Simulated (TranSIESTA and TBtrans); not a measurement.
Run with TranSIESTA and TBtrans (open boundaries, self-consistent; PseudoDojo norm-conserving potentials, scalar-relativistic): PAO.BasisSize DZP, PAO.EnergyShift 0.15 eV, XC.Authors PW92, Mesh.Cutoff 200 Ry, ElectronicTemperature 300 K, TS.Voltage 0.0 eV, TBT.Elecs.Eta 0.001 eV, no spin polarisation.

System: Pb chain with one bond stretched by 0.6 Å. Leads: straight Pb chain, spacing 3.021 Å. Geometry: as built, not relaxed.

Task: Predict: conductance at 300 K (G0 = 2e²/h); mean T from −0.5 to 0.5 eV.

Result: conductance at 300 K (G0 = 2e²/h): 2.53; mean T from −0.5 to 0.5 eV: 2.27. The straight chain is held at its spacing; free chains may zigzag or dimerise. No spin-polarised start was tried, so a magnetic state, if there is one, is missed. Spin-orbit coupling, left out here, matters for the heavy atoms.
